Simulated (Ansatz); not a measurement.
# What Be → Cd does to hypothetical rock salt BeTe

Take BeTe in the rock salt structure (space group Fm-3m, No. 225; a = 5.302 Å; a hypothetical phase, not in the database extracts checked) as the base.

Perturbation: Cd takes the place of Be on all its sites; the structure is relaxed again.

Method: PBEsol in Ansatz (plane waves to 420 eV, PAW, without spin-orbit coupling), earlier PAW set. Γ-centred 13×13×13 mesh, Fermi–Dirac width 0.05 eV, for the changed cell.

The density goes up by 1.29 g/cm³, from 6.09 g/cm³ to 7.38 g/cm³ and the space group is still Fm-3m (No. 225). The shortest interatomic distance goes up by 34.9 pm (265.1 pm → 300.0 pm) and the band gap is still zero.

Final structure:

```yaml
crystal:
  lattice:
    - [0.00000, 2.99971, 2.99971]
    - [2.99971, 0.00000, 2.99971]
    - [2.99971, 2.99971, 0.00000]
  atoms:
    - { symbol: Te, position: [0.00000, 0.00000, 0.00000] }
    - { symbol: Cd, position: [0.50000, 0.50000, 0.50000] }
```

Whether these cells are dynamically stable was not tested. All final runs are without spin polarisation. This is not the structure that CdTe has at room temperature and ambient pressure.

Ansatz is a quantum-chemistry and plane-wave program.
